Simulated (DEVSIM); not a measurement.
Device: n-channel Si fully depleted SOI MOSFET with SiON, at 350 K.

```yaml
gate_length: 25 nm
source_drain_length: 20 nm
dielectric_thickness: 1.1 nm
lateral_straggle: 1.9 nm
underlap: 0 nm
body_thickness: 6.2 nm
buried_oxide: 15 nm
gate_work_function: 4.51 eV
source_and_drain_doping: 1.8e20 cm⁻³, Gaussian tails under the gate
body_doping: 8e17 cm⁻³
lifetime: 2e-8 s
supply: 0.6 V
back_work_function: 4.43 eV
```

All mobilities are scaled by 0.2; velocity saturation, μ/(1 + (μE/vsat)^b)^(1/b) with b = 2 for electrons and 1 for holes and E the electric field along each mesh edge, is on. Mobility is μmin + (μ − μmin)/(1 + (N/Nref)^α).

Constants are typed, rounded textbook-type inputs, not results; the design itself was drawn at random and stands for no fabricated device. Values at 300 K; Nc and Nv go as T^1.5, mobilities as T to minus their exponent, the gap by Varshni's rule with the affinity fixed.

Si: gap (eV) 1.124, affinity (eV) 4.05, permittivity 11.7, Nc (cm⁻³) 2.86e19, Nv (cm⁻³) 3.1e19, μn (cm²/Vs) 1417, μp (cm²/Vs) 470, μn,min 52, μp,min 45, Nref,n 9.7e16, Nref,p 2.2e17, αn 0.68, αp 0.72, T exponent of μn 2.3, T exponent of μp 2.2, vsat,n (cm/s) 1e7, vsat,p (cm/s) 8.4e6, Varshni α (eV/K) 0.000473, Varshni β (K) 636. SiON: gap (eV) 7, affinity (eV) 1.4, permittivity 5.5. SiO2: gap (eV) 9, affinity (eV) 0.9, permittivity 3.9.

DEVSIM, 2D drift-diffusion, Boltzmann statistics, complete ionisation; no quantum confinement, tunnelling, impact ionisation, self-heating, contact resistance or fringe fields beside the gate. Metal contacts follow the ideal Schottky-Mott rule: no Fermi-level pinning, no interface dipoles.

Transfer curves, |Id| in μA/μm:

```tsv
Vg (V)	Vd = 0.05 V	Vd = 0.6 V
-0.18	0.001713	0.02677
-0.15	0.002923	0.04533
-0.12	0.004977	0.07640
-0.09	0.008453	0.1281
-0.06	0.01432	0.2135
-0.03	0.02419	0.3532
0	0.04073	0.5795
0.03	0.06833	0.9411
0.06	0.1141	1.510
0.09	0.1897	2.387
0.12	0.3131	3.708
0.15	0.5128	5.649
0.18	0.8312	8.415
0.21	1.330	12.24
0.24	2.093	17.36
0.27	3.226	24.03
0.3	4.850	32.45
0.33	7.082	42.84
0.36	10.01	55.35
0.39	13.66	70.12
0.42	17.98	87.24
0.45	22.85	106.7
0.48	28.09	128.6
0.51	33.53	152.8
0.54	38.99	179.2
0.57	44.37	207.7
0.6	49.57	238.3
```

Q: Work out the subthreshold swing at low drain bias from the rows at -0.18 and -0.15 V, and compare it with the thermal limit.

A: log10(0.002923/0.001713) = 0.232 over 30.0 mV, so S = 129 mV/decade. The limit kT/q ln 10 is 69.4 mV/decade; the ratio is 1.86. This is the steepest step of the table.

Q: Give the natural length λ = √(ε_body t_body t_ox / (ε_ox)) and the gate length in units of it.

A: λ = 3.81 nm and L/λ = 6.6. The formula is that for thin layers, and L is the gate's length, not the shorter one between the doping tails.

Source and drain are degenerate, where Boltzmann statistics are only rough. The electric field that drives the saturation includes the junctions' built-in field, which lowers the mobility there even at small currents: subthreshold currents come out too low, a known weakness of this choice.
